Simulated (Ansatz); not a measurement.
The reference is HfO2 in the fluorite structure (space group Fm-3m, No. 225; a = 5.0589 Å). Axes: x, y, z lie along the cube axes.

Method: r2SCAN, PAW, 500 eV (Ansatz, a quantum-chemistry and plane-wave program; scalar-relativistic without spin-orbit coupling), earlier PAW set.

Before the change:

| Quantity | Value |
|---|---|
| Hole mass | 0.28 mₑ along k, 2.9 mₑ across (at X) |

Modification: strain tensor (xx, yy, zz, yz, xz, xy) = (−0.98, +1.63, −0.68, −1.15, −0.44, +0.31) %; the atoms relax in the strained cell.

### Question
How does this affect the valley order?

### Answer
The valley order (the lowest conduction-band minima on the path, energy above the VBM, named in the base's zone) is Γ 4.15 eV; X along [001] 4.17 eV; X along [100] 4.17 eV; X along [010] 4.19 eV.

### Question
What happens to the hole mass?

### Answer
The hole mass becomes 0.28 mₑ along x, 3.0 mₑ along y, 2.5 mₑ along z (at X) (base: 0.28 mₑ along k, 2.9 mₑ across (at X)).

With Hf present, leaving out spin-orbit coupling can change the band edges. The levels and masses belong to the bands next to the band gap. Masses are band curvatures over ±0.01 Å⁻¹ around the edge. Along k means along the line from Γ to the band edge. Stability against distortions was not tested. This is not the structure that HfO2 has at room temperature and ambient pressure.
